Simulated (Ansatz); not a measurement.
Take CdTe in the zinc blende structure (space group F-43m, No. 216; a = 6.6180 Å) as the base.

The values are results of Ansatz (a program for electronic structure) PBE, no spin-orbit coupling, not measurements.

Before the change:

Band gap: 0.59 eV
Electron mass: 0.053 mₑ (at Γ)

Now apply this change: every lattice vector is stretched by 2.00 %, atoms relaxed at fixed cell.

Question: Predict the new band gap and electron mass.

Answer: The band gap shrinks by 0.17 eV (0.59 eV → 0.42 eV); the electron mass changes from 0.053 mₑ (at Γ) to 0.041 mₑ (at Γ).

With Te present, leaving out spin-orbit coupling can change the band edges. The cells carry an imposed strain or load. Effective masses come from finite differences of ±0.01 Å⁻¹. No phonon test of stability was made.
